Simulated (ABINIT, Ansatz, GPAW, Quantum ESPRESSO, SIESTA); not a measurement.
## V (Im-3m, 1 atom in the cell) computed with different codes at matched settings

Self-consistent single point.

```xyz
1
Lattice="-1.5282 1.5282 1.5282 1.5282 -1.5282 1.5282 1.5282 1.5282 -1.5282" Properties=species:S:1:pos:R:3 pbc="T T T"
V      0.0000     0.0000     0.0000
```

Shared settings, as Ansatz (an electronic-structure program) writes them: kpoints.mp_grid.grid = 5 5 5; scf.occupations.method = gaussian; scf.occupations.width = 0.136 eV. Potentials and cutoffs stand in the table.

```json
[
 {"code": "SIESTA", "model": "GGA PBE, numerical atomic orbitals DZP, PseudoDojo PBE standard norm-conserving potentials (rewritten from UPF to PSML)", "pressure (GPa)": "-9.72", "cutoff": "grid 300 Ry"},
 {"code": "Ansatz", "model": "PBE, default PAW files", "pressure (GPa)": "-8.18", "cutoff": "420 eV"},
 {"code": "ABINIT", "model": "PBE, norm-conserving pseudopotentials (PseudoDojo nc-sr-05 PBE standard)", "pressure (GPa)": "-8.09", "cutoff": "42 Ha"},
 {"code": "GPAW", "model": "PBE, GPAW PAW datasets PBE (gpaw-data 1.0.1)", "pressure (GPa)": "-7.16", "cutoff": "850 eV"},
 {"code": "Quantum ESPRESSO", "model": "PBE, SSSP 1.1.2 efficiency (PBE) pseudopotentials", "pressure (GPa)": "-8.25", "cutoff": "50 Ry"}
]
```

On Ansatz's run: spin polarisation is off.

The spread over the programs that give each value: pressure within 2.56 GPa.

SIESTA uses small atom-centred bases, whose incompleteness enters pressures, forces and empty levels differently from a plane-wave cutoff. Ansatz's pressure is given at a fixed set of plane waves, as the other plane-wave codes print theirs; with its correction for the finite basis it is -8.10 GPa. In the pressure, SIESTA (by 1.58) lies more than 1 GPa from the median of the plane-wave programs.

On the base mesh (20 20 20) the same programs gave: Ansatz pressure -9.64 GPa; Quantum ESPRESSO pressure -9.71 GPa; ABINIT pressure -9.55 GPa; GPAW pressure -8.57 GPa; SIESTA pressure -11.29 GPa.

The values differ from the base mesh's, so the mesh still matters here: the table compares the programs at equal settings.

The starting cell comes from a database of computed structures (which also holds hypothetical and non-ambient phases and stackings), without a prior relaxation at this level. Its lattice was rescaled by a random factor within 2.5 % of one.

Left out of this page: Elk and FLEUR (not drawn, or without a comparable value).

Keys are those of Ansatz 0.2.
